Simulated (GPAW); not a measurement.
Band structure of ZnIr (P-6m2, 2 atoms in the cell).

```
CELL_PARAMETERS angstrom
      2.77718     0.00000     0.00000
     -1.38859     2.40511     0.00000
      0.00000     0.00000     4.16386
ATOMIC_POSITIONS crystal
  Zn 0.66667 0.33333 0.50000
  Ir 0.00000 0.00000 0.00000
```

Method: LDA (Perdew-Wang 92), GPAW PAW datasets LDA (gpaw-data 1.0.1) (plane waves; GPAW).

Settings: mode = pw; ecut = 800 eV; xc = LDA; kpts = 18 18 11; mesh shift (steps) = 0 0 0; occupations.name = fermi-dirac; occupations.width = 0.1 eV; nbands = -6; convergence.forces = 0.001 eV/Å; symmetry.symmorphic = false; symmetry.tolerance = 0.0005; maxiter = 100; bandpath_npoints = 40.

The starting cell comes from a database of computed structures (which also holds hypothetical and non-ambient phases and stackings), without a prior relaxation at this level. Spin-orbit coupling is off. Spin polarisation is off.

Levels in eV from the Fermi level, bands 11 to 17:
| point | 11 | 12 | 13 | 14 | 15 | 16 | 17 |
|---|---|---|---|---|---|---|---|
| Γ | -2.63 | -2.63 | -0.68 | -0.06 | -0.06 | 5.51 | 14.75 |
| M | -3.74 | -1.98 | -0.61 | 1.47 | 3.65 | 7.05 | 7.18 |
| K | -3.21 | -2.87 | -2.18 | 2.21 | 2.52 | 3.21 | 10.80 |
| A | -3.26 | -2.46 | -2.46 | -0.15 | -0.15 | 11.71 | 14.65 |
| L | -1.28 | -1.28 | -1.18 | 0.69 | 1.48 | 4.45 | 6.25 |
| H | -3.53 | -2.83 | -0.84 | 1.35 | 5.08 | 5.53 | 5.91 |

Bands cross the Fermi level along this path, so the cell is metallic at this level.
